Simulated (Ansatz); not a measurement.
End structure of a constructed model of the (0001) surface of hcp Os, a pseudomorphic layer of Si in the host's stacking (bottom of the slab: a bare face, its two planes held):

```xyz
7
Lattice="2.7542 0.0000 0.0000 -1.3771 2.3852 0.0000 0.0000 0.0000 29.5000" Properties=species:S:1:pos:R:3 pbc="T T T"
Os     1.3771     0.7951     8.2445
Os     0.0000     1.5902    10.4177
Os     1.3771     0.7951    12.5751
Os     0.0000     1.5902    14.7787
Os     1.3771     0.7951    16.9304
Os     0.0000     1.5902    19.0853
Si     1.3771     0.7951    21.1614
```

Set-up: 7 atoms, 13.0 Å thick at the start; mesh 16x16x1; 0.1 eV smearing; dipole correction on; 2 atoms held, the rest relaxed; start symmetry kept, larger cells not searched; no spin, no spin-orbit, no U. It is one candidate, not shown to be the stable structure of the face.

Q: What work function of the top face does PBE (Ansatz, a program for electronic structure) give?

A: 5.20 eV
